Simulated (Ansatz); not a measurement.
Effect of uniaxial strain ε_zz = +1.50 % on WSi2

The reference is WSi2 (space group I4/mmm, No. 139; a = 3.229 Å, c = 7.870 Å; relaxed with 0.1 eV smearing). Axes: x, y, z lie along a, b, c of the conventional cell.

Perturbation: uniaxial strain ε_zz = +1.50 %, all other strain components held at zero, atoms relaxed at fixed cell.

Calculations: Kohn–Sham DFT with the PBE functional, run in Ansatz (an electronic-structure program) with PAW and 420 eV plane waves, without spin-orbit coupling. Γ-centred 25×25×25 mesh, Fermi–Dirac width 0.1 eV.

The volume per atom goes up by 0.21 Å³, from 13.67 Å³ to 13.88 Å³ and the space group stays I4/mmm (No. 139). The shortest interatomic distance rises by 0.0326 Å (2.605 Å → 2.637 Å) and the energy grows by 4.8 meV/atom. The pressure (mean of the normal stresses, compression positive) goes from zero to -3.3 GPa and the band gap remains zero. The stress (xx, yy, zz, yz, xz, xy; compression positive) comes out as (-1.4, -1.4, -7.3, 0.0, 0.0, 0.0) GPa.

Whether these cells are dynamically stable was not tested. The final runs are not spin-polarised.
